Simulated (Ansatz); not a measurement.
Input:

```
CELL_PARAMETERS angstrom
      0.00000     2.52599     2.52599
      2.52599     0.00000     2.52599
      2.52599     2.52599     0.00000
ATOMIC_POSITIONS crystal
  Be 0.00000 0.00000 0.00000
  Se 0.25000 0.25000 0.25000
```

No spin polarisation.

Method: PBEsol (Ansatz, an electronic-structure program), without spin-orbit coupling. Settings: 11×11×11 k-points, 0.05 eV Fermi–Dirac smearing.

Predict the gap character, smallest direct gap and band gap.

The gap character comes out as indirect, Γ → X and the smallest direct gap comes out as 4.62 eV. The band gap is 2.36 eV.

The cells carry an imposed strain or load. Stability against distortions was not tested. The cell was made from BeSe in the zinc blende structure (space group F-43m, No. 216) by this change: isotropic strain −1.50 %.
